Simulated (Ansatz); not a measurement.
**Ta₂N (P-3m1, No. 164, 3 atoms in the cell; start mp-10196)**

The numbers are results of PBE-D4 (Ansatz, a quantum-chemistry and plane-wave program, PAW), not measurements.

Settings: plane-wave cutoff 500 eV, 18×18×8 k mesh (along the axes of the cell as run), Fermi–Dirac smearing 0.05 eV, scalar-relativistic PAW data made under PBE.

Cell (relaxed at this level):

```yaml
crystal:
  lattice:
    - [3.08829, 0.00000, 0.00000]
    - [-1.54414, 2.67454, 0.00000]
    - [0.00000, 0.00000, 4.86030]
  atoms:
    - { symbol: Ta, position: [0.66667, 0.33333, 0.74450] }
    - { symbol: Ta, position: [0.33333, 0.66667, 0.25550] }
    - { symbol: N, position: [0.00000, 0.00000, 0.00000] }
```

```json
{
  "band_gap": "none"
}
```

Note: the relaxation could not lower the start's symmetry, so the cell can be a saddle point above a distorted one.

Spin–orbit coupling is not included.

The computed numbers hold no vibrational or temperature effects.

The result took about 100 core-seconds (a rough figure).

A start named mp-… is a Materials Project structure, which need not be a measured phase.
